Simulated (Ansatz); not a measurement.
We consider AlOCl (Pmmn, No. 59; cell taken from a computed entry), described by PBEsol (plane waves, PAW; Ansatz, a quantum-chemistry and plane-wave program).

The input as run:

Ansatz 0.2 input:
```yaml
crystal:
  lattice:
    - [3.1172058169, 0.0, 0.0]
    - [0.0, 3.6135642301, 0.0]
    - [0.0, 0.0, 8.2838715299]
  atoms:
    - { symbol: Al, position: [0.5, 0.0, 0.9013519899] }
    - { symbol: Al, position: [0.0, 0.5, 0.0986480101] }
    - { symbol: Cl, position: [0.0, 0.0, 0.7002739329] }
    - { symbol: Cl, position: [0.5, 0.5, 0.2997260671] }
    - { symbol: O, position: [0.5, 0.5, 0.9535213211] }
    - { symbol: O, position: [0.0, 0.0, 0.0464786789] }
basis:
  ecutwfc: 520
  ecutrho_ratio: 4
  xc_grid: 2
kpoints:
  mp_grid: { grid: [12, 10, 4] }
hamiltonian:
  xc: pbesol
  dispersion: none
  pseudopotentials: { azcp: { folder: ./paw }, kind: paw }
scf:
  occupations: { method: fermi_dirac, width: 0.01 }
output:
  forces: true
  stress: true
  eigenvalues: true
relax:
  f_tol: 0.004
  escape_saddle: false
  max_steps: 80
  cell: { stress_tol: 0.02, fix: [volume] }
```

Output (set-up and result lines):

```
Relaxation: its limit of steps is 80 (relax.max_steps)
Crystal: 6 atoms, lattice volume = 93.311 Å³
Basis set: ecut = 520 eV, 2509 PW (Γ), exchange–correlation on 48×54×128 points (8 copies of the dense FFT grid, shifted against one another)
Bands: 22, of which v1, the nominal top of the filled ones, is band 16 counted from 1 (15 counted from 0)
Symmetry: 8 space group operations
Space group: Pmmn (ITA 59), of the structure as read, at distance tolerance 4.5e-5 Å
k-points: 126 of 480
Initial density: superposition of atomic densities (chi_scale 0.1, normalization cell, long waves kept (reshape's long-wave potential 0.19 eV rms))
Functional: x = pbesol(κ = 0.804, μ = 0.12345679012345678), c = pbesol(β = 0.046)
SCF iter   1: F=—  HF=-4303.716546 eV  |F-HF|=—  |Δ(HF+E_count)|=         —  Δρ=7.79e-2  dr2=7.26e0
SCF iter   2: F=—  HF=-4301.861222 eV  |F-HF|=—  |Δ(HF+E_count)|=    1.86e0  Δρ=3.07e-2  dr2=4.85e-1
  ...
SCF 1 converged in 8 iterations: F = -4301.712094 eV  dr2 = 6.94e-8
Crystal: 6 atoms, lattice volume = 93.311 Å³
Initial density: handed on by an earlier stage of this run
  ...
SCF 3 converged in 6 iterations: F = -4301.724830 eV  dr2 = 9.76e-9
Crystal: 6 atoms, lattice volume = 93.311 Å³
Basis set: ecut = 520 eV, 2501 PW (Γ), exchange–correlation on 48×54×128 points (8 copies of the dense FFT grid, shifted against one another)
SCF 4 converged in 5 iterations: F = -4301.724892 eV  dr2 = 5.28e-9
Crystal: 6 atoms, lattice volume = 93.311 Å³
SCF 5 converged in 5 iterations: F = -4301.724896 eV  dr2 = 3.90e-10
Crystal: 6 atoms, lattice volume = 93.311 Å³
Basis set: ecut = 520 eV, 2501 PW (Γ), exchange–correlation on 48×60×128 points (8 copies of the dense FFT grid, shifted against one another)
SCF iter   7: F=—  HF=-4301.724897 eV  |F-HF|=—  |Δ(HF+E_count)|=  8.19e-12  Δρ=1.11e-7  dr2=1.39e-11
SCF iter   8: F=-4301.724897 eV  HF=-4301.724897 eV  |F-HF|=9.09e-13  |Δ(HF+E_count)|=  3.64e-12  Δρ=2.85e-8  dr2=9.28e-13
SCF 6 converged in 8 iterations: F = -4301.724897 eV  dr2 = 9.28e-13
SCF converged after 8 iterations
Free energy (F): -4301.724897 eV
Internal energy: -4301.724897 eV  (E = F + TS)
E sigma→0 (E₀):  -4301.724897 eV
Fermi energy:    6.055348 eV
--- Stress (GPa, compression-positive) ---
        0.112791       0.000000       0.000000
        0.000000       0.119152       0.000000
        0.000000       0.000000       0.112332
  P = ⅓ Tr σ = 0.1148 GPa (1.148 kbar)
```

The cell is one volume of an energy–volume scan, off the minimum.

The PAW data were made under PBE.

Note: the relaxation could not lower the start's symmetry, so the cell can be a saddle point above a distorted one. Note: the cell has widely spaced layers and the level no dispersion term, so their spacing and the moduli can rest on weak binding.
